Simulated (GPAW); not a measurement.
A self-consistent single point of CaI₂ (P3m1, 3 atoms in the cell) with GPAW.

Computed with PBEsol, GPAW PAW datasets PBEsol (made by gpaw-setup) (plane waves; GPAW).

```
CaI2
1.0
    4.55161     0.00000     0.00000
   -2.27581     3.94181     0.00000
    0.00000     0.00000     7.24588
Ca I
1 2
Direct
  0.00000   0.00000   0.00690
  0.33333   0.66667   0.24430
  0.66667   0.33333   0.75570
```

Reference input (self-consistent single point, DFT PBEsol, plane waves, GPAW PAW datasets PBEsol (made by gpaw-setup)): mode = pw; ecut = 550 eV; xc = PBEsol; kpts = 3 3 2; mesh shift (steps) = 0 0 0; occupations.name = fixed-uniform; nbands = -6; convergence.density = 1e-05 e/electron; convergence.energy = 1e-05 eV/electron; convergence.bands = -4; symmetry.symmorphic = false; symmetry.tolerance = 0.0005. This run's input differs from it in these lines:

```diff
@@ -18,3 +18,3 @@
             nbands=-6,
-            convergence={'density': 1e-05, 'energy': 1e-05, 'bands': -4},
+            convergence={'energy': 4e-14, 'density': 1e-08, 'eigenstates': 4e-18, 'bands': -4},
             symmetry={'symmorphic': False, 'tolerance': 0.0005},
```

Output, abridged:

```
     iter     time        total  log10-change:
                         energy   eigst   dens
iter:   1 --:--:--   -10.340581   +0.88
iter:   2 --:--:--   -10.473265   +0.07  -1.36
iter:   3 --:--:--   -10.482428   -0.36  -1.39
iter:   4 --:--:--   -10.514170   -0.54  -1.46
iter:   5 --:--:--   -10.513071   -0.95  -1.86
   [... 32 lines left out ...]
iter:  38 --:--:--   -10.504245   -8.27  -6.99
iter:  39 --:--:--   -10.504245   -8.33  -7.06
iter:  40 --:--:--   -10.504245   -8.25  -7.19
iter:  41 --:--:--   -10.504245   -8.23  -7.33
iter:  42 --:--:--   -10.504245c  -8.29  -7.40
iter:  43 --:--:--   -10.504245   -8.16  -7.49
   [... lines left out ...]
iter: 100 --:--:--   -10.504245  -15.57  -13.65c

Did not converge!

Here are some tips:

1) Make sure the geometry and spin-state is physically sound.
2) Use less aggressive density mixing.
3) Solve the eigenvalue problem more accurately at each scf-step.
4) Use a smoother distribution function for the occupation numbers.
5) Try adding more empty states.
6) Use enough k-points.
7) Don't let your structure optimization algorithm take too large steps.
8) Solve the Poisson equation more accurately.
9) Better initial guess for the wave functions.

See details here:

    https://gpaw.readthedocs.io/documentation/convergence.html
Traceback (most recent call last):
   [... frames left out ...]
gpaw.KohnShamConvergenceError: Did not converge!  See text output for help.
```

The run ended unconverged after 100 iterations. 

The starting cell comes from a database of computed structures (which also holds hypothetical and non-ambient phases and stackings), without a prior relaxation at this level. Its lattice was rescaled by up to half a per cent. One atom was moved a little off its site on purpose.

Cost on one core of a shared machine: roughly 90 s.
